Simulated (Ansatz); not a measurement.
The reference is Mg2Ge in the anti-fluorite structure (space group Fm-3m, No. 225; a = 6.364 Å). Axes: x, y, z lie along the cube axes.

Computed with PBEsol (Ansatz, an electronic-structure program, PAW, spin-orbit coupling left out), earlier PAW set.

Strains are applied to the cell and any free atomic positions relax; under stress the whole cell relaxes.

One change was made to it. Results:

| quantity | base | after |
|---|---|---|
| band gap | 0.08 eV | zero |
| energy relative to the base (free energy F) | 0 meV/atom | +34 meV/atom |

**Question.** What was done to the base?
(A) isotropic strain −5.76 %
(B) isotropic strain −0.76 %
(C) isotropic strain −3.12 %
(D) uniaxial strain ε_zz = +0.44 %
(E) uniaxial stress, 3 GPa tension along z

**Answer.** C, isotropic strain −3.12 %. For comparison, the energy relative to the base in the other runs: uniaxial stress, 3 GPa tension along z gives +6.0 meV/atom; uniaxial strain ε_zz = +0.44 % gives +0.1 meV/atom; isotropic strain −5.76 % gives +126 meV/atom; isotropic strain −0.76 % gives +1.9 meV/atom.

Stability under load was not tested beyond the relaxation. All final runs are without spin polarisation. A zero or small gap of Mg2Ge can be the functional's error rather than a property of the material.
